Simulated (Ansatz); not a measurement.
On SiC-3C (001, C face) the hole barrier is 0.35 eV under WSi2 (001) and 1.09 eV under Ta (001).

Plane-wave PAW runs of Ansatz (a first-principles code) at PBE, 420 eV, without spin–orbit coupling and spin-polarised for magnetic metals alone: periodic stacks cut from bulk faces, the metal strained to the host, one local minimum each, barriers from the potential line-up.

Task: By thermionic emission alone, how do the saturation currents of the two p-type contacts compare at 300 K (kT = 25.85 meV)?

Result: J0 = A* T² exp(−φ/kT) with one A* for the host, so the ratio is exp[(1.09 − 0.35) / 0.02585] = exp(28.6), about 10^12.4 in favour of WSi2. An error of 0.1 eV in either barrier moves this by a factor of about 50, and tunnelling and image lowering are left out.
